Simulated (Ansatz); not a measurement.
Input:

End structure of CH3 on the 1x1 (111) surface of fcc Ir, one in a 2x2 cell, started at the site 'top Ir':

```
CELL_PARAMETERS angstrom
      5.47440     0.00000     0.00000
     -2.73720     4.74097     0.00000
      0.00000     0.00000    26.00000
ATOMIC_POSITIONS crystal
  Ir 0.16667 0.33333 0.37320
  Ir 0.16667 0.83333 0.37320
  Ir 0.66667 0.33333 0.37320
  Ir 0.66667 0.83333 0.37320
  Ir 0.33333 0.16667 0.45755
  Ir 0.33333 0.66667 0.45755
  Ir 0.83333 0.16667 0.45755
  Ir 0.83333 0.66667 0.45755
  Ir 0.00059 0.00104 0.54292
  Ir 0.00045 0.49941 0.54292
  Ir 0.50000 0.00000 0.54211
  Ir 0.49896 0.49955 0.54292
  Ir 0.16667 0.33333 0.63223
  Ir 0.16832 0.83445 0.62625
  Ir 0.66612 0.33168 0.62625
  Ir 0.66555 0.83388 0.62625
  C  0.16667 0.33333 0.71398
  H  0.35748 0.33733 0.72802
  H  0.16267 0.52015 0.72802
  H  0.97985 0.14252 0.72802
```

Model: 20-atom slab, 6.6 Å thick at the start under the adsorbate (thin: gaps and levels are the slab's own), 6x6x1 mesh, Fermi-Dirac 0.1 eV, dipole correction, 8 atoms held, the rest relaxed; start symmetry kept, larger cells not searched; spin-polarised, no spin-orbit, no U, no dispersion correction. The starting moment vanished. At the end it is bonded to Ir. In PBE it is, or lies within 0.03 eV of, the lowest of the starts that converged.

A negative adsorption energy means that the adsorbate is more stable on the surface than in its reference.

Predict the adsorption energy against CH4(g) − ½ H2(g) from PBE run with Ansatz (a quantum-chemistry and plane-wave program).

62 kJ/mol

Predict the change of the work function from PBE.

-0.56 eV

What is the computed change of the step from the bottom to the top vacuum level, against the clean slab (PBE)?

-0.57 eV

What work function of the top face does PBE give?

4.93 eV
